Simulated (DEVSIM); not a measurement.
Device: Schottky contact on p-type InP, at 300 K.

| layer (left to right) | material | thickness (μm) | Na (cm⁻³) | τn (s) | τp (s) |
|---|---|---|---|---|---|
| 1 | InP | 5.30 | 5.6e16 | 5e-10 | 5e-10 |
| 2 | InP | 2.00 | 1.9e18 | 5e-10 | 5e-10 |

Left contact: Schottky, work function 5.044 eV, emission velocity 8.8e6 cm/s. Right contact: ohmic. Voltage is applied to the left contact. Recombination: SRH at mid-gap, Auger. Mobility is μmin + (μ − μmin)/(1 + (N/Nref)^α).

The device is made up for the run: typed textbook-type constants, with dimensions and the other settings drawn at random. Values at 300 K.

```tsv
parameter	InP
gap (eV)	1.344
affinity (eV)	4.38
permittivity	12.5
Nc (cm⁻³)	5.7e17
Nv (cm⁻³)	1.1e19
μn (cm²/Vs)	5200
μp (cm²/Vs)	170
μn,min	400
μp,min	10
Nref,n	3e17
Nref,p	4.9e17
αn	0.47
αp	0.62
Cn (cm⁶/s)	9e-31
Cp (cm⁶/s)	9e-31
```

Simulated with DEVSIM: 1D drift-diffusion, Boltzmann statistics, complete ionisation; no tunnelling, impact ionisation, image-force lowering or self-heating. Metal contacts follow the ideal Schottky-Mott rule: no Fermi-level pinning, no interface dipoles.

### Question
Tabulate band edges, carrier densities and field at zero bias.

### Answer
Energies count from the Fermi level of the right contact; mesh points crowd at the junctions.

```
x (μm)   Ec (eV)  Ev (eV)  n (cm⁻³)  p (cm⁻³)  field (V/cm)
-------  -------  -------  --------  --------  ------------
0.000      0.664   -0.680   4000000     4.1e7         91000
0.02595    0.874   -0.470      1200    1.4e11         71000
0.08397    1.148   -0.196     < 1e2    5.6e15         24000
0.1998     1.207   -0.137     < 1e2    5.6e16            78
0.5917     1.208   -0.137     < 1e2    5.6e16           ≈ 0
1.251      1.208   -0.137     < 1e2    5.6e16           ≈ 0
2.617      1.208   -0.137     < 1e2    5.6e16           ≈ 0
4.311      1.208   -0.137     < 1e2    5.6e16           ≈ 0
4.835      1.208   -0.137     < 1e2    5.6e16           ≈ 0
5.088      1.208   -0.137     < 1e2    5.6e16           ≈ 0
5.215      1.208   -0.136     < 1e2    5.7e16           210
5.283      1.227   -0.117     < 1e2    1.2e17         12000
5.305      1.294   -0.050     < 1e2    1.6e18         14000
5.337      1.299   -0.045     < 1e2    1.9e18           ≈ 0
5.435      1.299   -0.045     < 1e2    1.9e18           ≈ 0
5.616      1.299   -0.045     < 1e2    1.9e18           ≈ 0
5.973      1.299   -0.045     < 1e2    1.9e18           ≈ 0
6.580      1.299   -0.045     < 1e2    1.9e18           ≈ 0
7.049      1.299   -0.045     < 1e2    1.9e18           ≈ 0
7.190      1.299   -0.045     < 1e2    1.9e18           ≈ 0
7.261      1.299   -0.045     < 1e2    1.9e18           ≈ 0
7.300      1.299   -0.045     < 1e2    1.9e18           ≈ 0
```
